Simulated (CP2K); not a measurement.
Band structure of As (R-3m, 2 atoms in the cell).

```xyz
2
Lattice="4.1327 0.0000 0.0000 2.4223 3.3484 0.0000 2.4223 1.2374 3.1114" Properties=species:S:1:pos:R:3 pbc="T T T"
As     2.0378     1.0410     0.7063
As     6.9395     3.5448     2.4051
```

Method of the run: PBE, GPW, DZVP-MOLOPT-PBE-GTH basis, GTH-PBE potentials (POTENTIAL_UZH) (CP2K 2026.2).

Settings: CUTOFF = 400 Ry; REL_CUTOFF = 50 Ry; SMEAR/METHOD = FERMI_DIRAC; ELECTRONIC_TEMPERATURE = 580.23 K; KPOINTS/SCHEME = MONKHORST-PACK 7 7 7; XC_FUNCTIONAL = PBE; As/BASIS_SET = DZVP-MOLOPT-PBE-GTH-q5; As/POTENTIAL = GTH-PBE-q5; METHOD = GPW; EPS_DEFAULT = 1e-10; EXTRAPOLATION = USE_GUESS; NGRIDS = 5; SCF_GUESS = ATOMIC; EPS_SCF = 1e-07.

The starting cell has typed, rounded lattice constants, without a prior relaxation at this level. Values carry the incompleteness of an atom-centred basis.

Levels in eV from the Fermi level, bands 2 to 7:
```csv
point,2,3,4,5,6,7
Γ,-5.90,-2.55,-2.01,-2.01,1.68,2.91
L,-11.16,-2.84,-2.84,-0.42,-0.34,0.24
Z,-10.11,-1.77,-1.77,-0.58,0.71,0.71
F,-9.76,-6.07,-4.28,-4.14,1.59,5.41
P1,-10.20,-6.20,-3.76,-3.10,2.33,3.79
P,-10.20,-6.20,-3.76,-3.10,2.33,3.79
```

Bands cross the Fermi level along this path, so the cell is metallic at this level.

Higher empty bands are left out: an atom-centred basis made for the valence describes them poorly.
